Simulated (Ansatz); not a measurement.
For RhZn (Pm-3m), PBEsol, DFPT electron-phonon coupling, linearised Boltzmann equation run with Ansatz (a quantum-chemistry and plane-wave program) gives a transport coupling λ_tr = 0.209 and a Drude plasma energy ħω_p = 7.13 eV.

**Question.** Estimate the resistivity at 300 K from the high-temperature formula ρ = 2π λ_tr k_B T / (ħ ε₀ ω_p²), and say how the full Boltzmann solution compares.

**Answer.** The scattering rate is 1/τ = 2π λ_tr k_B T/ħ = 5.16e13 s⁻¹ and ω_p = 1.08e16 s⁻¹, so ρ ≈ 4.96 μΩ·cm. The Boltzmann solution gives 5.22 μΩ·cm, 1.05 times the estimate.

A metal at this level (no band gap). Only scattering by harmonic phonons is included (no impurities, grain boundaries, electron-electron scattering or thermal expansion). Spin-orbit coupling is left out. The self-energy correction of the phonons between q points moved λ by 3 %. The run warned that the eigensolver left some states short of its tolerance. Halving the electron mesh (28x28x28) moves the resistivity by up to 3 % at 300 K, the coupling by up to 4 %. Smearing 0.20 eV; phonons on a 5x5x5 q mesh, which this run doesn't test.

Computed structure, not matched to a measured one here, so possibly hypothetical: RhZn (Pm-3m).
